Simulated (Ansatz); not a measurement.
## A computed series for hypothetical P6_3mc GeSe: response to strain

Take GeSe (space group P6_3mc, No. 186; a = 4.710 Å, c = 5.685 Å; a hypothetical phase, not in the database extracts checked) as the base. Axes: x lies along a and z along c of the hexagonal cell.

Strains are applied to the cell and any free atomic positions relax; under biaxial strain the out-of-plane vector relaxes too.

All numbers come from PBEsol (Ansatz, a first-principles code), no SOC, earlier PAW set.

Base values:

* **Smallest direct gap**: 0.89 eV

Task: The aim is a smallest direct gap between 1.26 eV and 1.40 eV. Which of these changes reaches it?
A) strain tensor (xx, yy, zz, yz, xz, xy) = (−0.75, −1.05, +0.02, +1.13, +0.02, +0.33) %
B) biaxial strain +2.77 %, plane normal [001], relaxed out of plane
C) isotropic strain +2.66 %

Result: C, isotropic strain +2.66 %. It gives 1.33 eV; biaxial strain +2.77 %, plane normal [001], relaxed out of plane gives 1.11 eV; strain tensor (xx, yy, zz, yz, xz, xy) = (−0.75, −1.05, +0.02, +1.13, +0.02, +0.33) % gives 0.81 eV. Changes not listed may reach it too

Whether these cells are dynamically stable was not tested.
